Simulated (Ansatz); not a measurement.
LiF (model structure, F-43m, No. 216, 2 atoms in the cell) was calculated with r²SCAN (Ansatz, a program for electronic structure, plane waves, PAW).

Settings: plane-wave cutoff 560 eV, 14×14×14 k mesh, Fermi–Dirac smearing 0.01 eV, scalar-relativistic PAW data made under PBE.

Cell (relaxed at this level):

Space group F-43m (No. 216); a = 4.2902 Å, b = 4.2902 Å, c = 4.2902 Å, α = 90.00°, β = 90.00°, γ = 90.00°

| atom | site | symmetry | x | y | z |
|---|---|---|---|---|---|
| Li | 4a | -43m | 0.0000 | 0.0000 | 0.0000 |
| F | 4d | -43m | 0.7500 | 0.7500 | 0.7500 |
(The calculation used a cell of 2 atoms; values per cell refer to that cell.)

Task: Give the computed band gap and bulk modulus B0.

Result: 
* **band gap**: 8.66 eV (on the SCF k mesh)
* **bulk modulus B0**: 58.5 GPa

Note: the bulk modulus is −V dP/dV from two relaxed cells at ±2 % in volume; the relaxation could raise the start's symmetry but not lower it, so the cell can be a saddle point.

Computing time: roughly 26 core-seconds.

A model structure was made by putting elements into a prototype or built by hand; it is no filed structure, need not be a known phase, and can be a saddle point held by its symmetry.
